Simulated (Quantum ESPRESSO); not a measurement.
A self-consistent single point of TiSn₂O₄ (P4_2/mbc, 28 atoms in the cell) with Quantum ESPRESSO.

Method: PBEsol, PseudoDojo standard norm-conserving (PBESOL) pseudopotentials (plane waves; Quantum ESPRESSO).

```yaml
crystal:
  lattice:
    - [8.74577, 0.00000, 0.00000]
    - [0.00000, 8.74577, 0.00000]
    - [0.00000, 0.00000, 6.07782]
  atoms:
    - { symbol: Ti, position: [0.00000, 0.50000, 0.25000] }
    - { symbol: Ti, position: [0.00000, 0.50000, 0.75000] }
    - { symbol: Ti, position: [0.50000, 0.00000, 0.75000] }
    - { symbol: Ti, position: [0.50000, 0.00000, 0.25000] }
    - { symbol: Sn, position: [0.35253, 0.33724, 0.50000] }
    - { symbol: Sn, position: [0.64747, 0.66276, 0.50000] }
    - { symbol: Sn, position: [0.66276, 0.35253, 0.00000] }
    - { symbol: Sn, position: [0.33724, 0.64747, 0.00000] }
    - { symbol: Sn, position: [0.85253, 0.16276, 0.50000] }
    - { symbol: Sn, position: [0.14747, 0.83724, 0.50000] }
    - { symbol: Sn, position: [0.16276, 0.14747, 0.00000] }
    - { symbol: Sn, position: [0.83724, 0.85253, 0.00000] }
    - { symbol: O, position: [0.40230, 0.88023, 0.50000] }
    - { symbol: O, position: [0.59770, 0.11977, 0.50000] }
    - { symbol: O, position: [0.11977, 0.40230, 0.00000] }
    - { symbol: O, position: [0.88023, 0.59770, 0.00000] }
    - { symbol: O, position: [0.90230, 0.61977, 0.50000] }
    - { symbol: O, position: [0.09770, 0.38023, 0.50000] }
    - { symbol: O, position: [0.61977, 0.09770, 0.00000] }
    - { symbol: O, position: [0.38023, 0.90230, 0.00000] }
    - { symbol: O, position: [0.16357, 0.66357, 0.75000] }
    - { symbol: O, position: [0.83643, 0.33643, 0.25000] }
    - { symbol: O, position: [0.33643, 0.16357, 0.25000] }
    - { symbol: O, position: [0.66357, 0.83643, 0.75000] }
    - { symbol: O, position: [0.83643, 0.33643, 0.75000] }
    - { symbol: O, position: [0.16357, 0.66357, 0.25000] }
    - { symbol: O, position: [0.66357, 0.83643, 0.25000] }
    - { symbol: O, position: [0.33643, 0.16357, 0.75000] }
```

Reference input (self-consistent single point, DFT, PBEsol, plane waves, PseudoDojo standard norm-conserving (PBESOL) pseudopotentials): ecutwfc = 85 Ry; occupations = fixed; potentials = {Ti: Ti.upf, Sn: Sn.upf, O: O.upf}; K_POINTS = automatic 2 2 4 1 1 1; nbnd = 132; conv_thr = 1e-11 Ry. This run's input differs from it in these lines:

```diff
@@ -54,3 +54,3 @@
 K_POINTS automatic
-2 2 4  1 1 1
+2 2 3  1 1 1
```

Output (repeated stretches shortened):

```
     Self-consistent Calculation

     iteration #  1     ecut=    85.00 Ry     beta= 0.70

     total energy              =   -2256.68091129 Ry
     estimated scf accuracy    <       9.78472476 Ry

     iteration #  2     ecut=    85.00 Ry     beta= 0.70

     total energy              =   -2244.76788154 Ry
     estimated scf accuracy    <     117.24902849 Ry

     iteration #  3     ecut=    85.00 Ry     beta= 0.70

     total energy              =   -2261.48571818 Ry
     estimated scf accuracy    <       7.09203640 Ry

   [... 21 blocks of this kind left out ...]

     iteration # 25     ecut=    85.00 Ry     beta= 0.70

     total energy              =   -2262.08397448 Ry
     estimated scf accuracy    <          2.3E-11 Ry

     iteration # 26     ecut=    85.00 Ry     beta= 0.70
     End of self-consistent calculation

     highest occupied, lowest unoccupied level (ev):     7.2536    8.7781

!    total energy              =   -2262.08397448 Ry
     estimated scf accuracy    <          9.6E-12 Ry

     convergence has been achieved in  26 iterations

     Forces acting on atoms (cartesian axes, Ry/au):

     atom    1 type  1   force =     0.00000000    0.00000000    0.00000000
     atom    2 type  1   force =     0.00000000    0.00000000   -0.00000000
     atom    3 type  1   force =     0.00000000    0.00000000    0.00000000
     atom    4 type  1   force =     0.00000000    0.00000000   -0.00000000
     atom    5 type  2   force =    -0.01614222   -0.02831769    0.00000000
   [... 19 lines left out ...]
     atom   25 type  3   force =     0.01075100    0.01075100   -0.00000000
   [... lines left out ...]

     Total force =     0.130564     Total SCF correction =     0.000006

          total   stress  (Ry/bohr**3)                   (kbar)     P=      -93.41
  -0.00063430   0.00000000   0.00000000          -93.31        0.00        0.00
   0.00000000  -0.00063430   0.00000000            0.00      -93.31        0.00
   0.00000000   0.00000000  -0.00063633            0.00        0.00      -93.61

   JOB DONE.
```

The run converged in 26 iterations. Against the reference run the free energy is nearly the same (within 1 meV/atom), the pressure moves little (-9.33 to -9.34 GPa), the largest force moves little (0.840 to 0.838 eV/Å) and the gap on the mesh goes from 1.455 to 1.525 eV. The full log also holds: “c_bands:  1 eigenvalues not converged”.

The starting cell comes from a database of computed structures (which also holds hypothetical and non-ambient phases and stackings), without a prior relaxation at this level. Its lattice was rescaled by a random factor within 2.5 % of one. Another mesh or the band path of this cell gives a smaller gap, so this value is not converged in the mesh.

Cost on one core of a shared machine: roughly 9 min.
